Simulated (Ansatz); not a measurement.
**PbS: response to strain**

The parent structure is PbS in the rock salt structure (space group Fm-3m, No. 225; a = 5.8450 Å).

Strains are applied to the cell and any free atomic positions relax.

Method: LDA/PAW in Ansatz (a program for electronic structure), no SOC.

| isotropic strain (%) | pressure (GPa) |
|---|---|
| -0.5 | 1.0 |
| 0 | 0.0 |
| 1.5 | -2.6 |
| 2 | -3.4 |
| 2.5 | ? |
| 3 | -4.7 |

### Question
Fit P = P₀ − Bδ + Cδ² with δ = (1 + ε)³ − 1 to the rows shown and predict the withheld row.

### Answer
Least squares on the printed values gives P₀ = 0.0 GPa, B = 64.1 GPa, C = 143 GPa (largest residual 0.0 GPa); this predicts -4.1 GPa, and the run gives -4.1 GPa, in agreement.

Stability against distortions was not tested. All final runs are without spin polarisation.
